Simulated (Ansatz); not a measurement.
Structures of equal composition on the (0001) surface of 4H silicon carbide (Si plane on top): (√3x√3)R30° Sb adatom at H3; (√3x√3)R30° Sb adatom at T4. The slabs share one bottom face, and each structure is named by its start. These are constructed structures in small cells; real faces may alloy, dewet or reconstruct in larger ones, and not all known structures of the face are among them. Slabs of about 10 Å with all that they carry, Fermi-Dirac smearing of 0.025 eV. Bottom of the slabs: H caps. Relaxed from the named starts with such symmetry as they have, on meshes of like density; energies extrapolated to zero smearing; no spin-orbit coupling, no U. Spin-polarised runs, if any, are marked in brackets, and their order is one that fits the cell; the others ran without spin. Where a second, spin-polarised start was run, the lower counts.

Host crystal: 4H silicon carbide, with a band gap (PBE, scalar-relativistic without spin-orbit coupling).

Calculation: r2SCAN, at the PBE geometry (plane waves to 500 eV, PAW; Ansatz, a quantum-chemistry and plane-wave program).

Put the candidates in order of energy per 1x1 cell, lowest first, for r2SCAN, at the PBE geometry.

(√3x√3)R30° Sb adatom at T4 (0.000 eV, gap 2.18 eV on the mesh), (√3x√3)R30° Sb adatom at H3 (0.112 eV, gap 2.04 eV on the mesh)
